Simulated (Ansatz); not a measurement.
The starting structures come from a database of crystals and need not be the phases stable at ambient conditions.

Tunnelling through a barrier is set by its complex band structure: the current falls as exp(−2κd) with the smallest κ.

Here is the system:

```
CELL_PARAMETERS angstrom
      3.14061     0.00000     0.00000
     -1.57031     2.71985     0.00000
      1.57031    -0.90662     2.61663
ATOMIC_POSITIONS crystal
  B  0.00000 0.00000 0.00000
  P  0.25000 0.75000 0.25000
```

The cell is strained (lengths across the current scaled by 0.98, ions clamped); by r2SCAN it stands under a pressure of 8.1 GPa.

Transport runs along the normal of the first two printed cell vectors, the (111) (indices of the unstrained crystal) plane of the conventional cell.

The gap is the functional's own, uncorrected, and κ follows it; spin-orbit coupling is left out. Mid-gap means the computed energy nearest the middle.

Q: Compute, with Ansatz (an electronic-structure program) with r2SCAN, the band gap and the smallest decay constant κ at mid-gap.

A: Gap 1.31 eV on a 12×12×12 mesh; κ = 0.131 1/Å, at the zone centre.
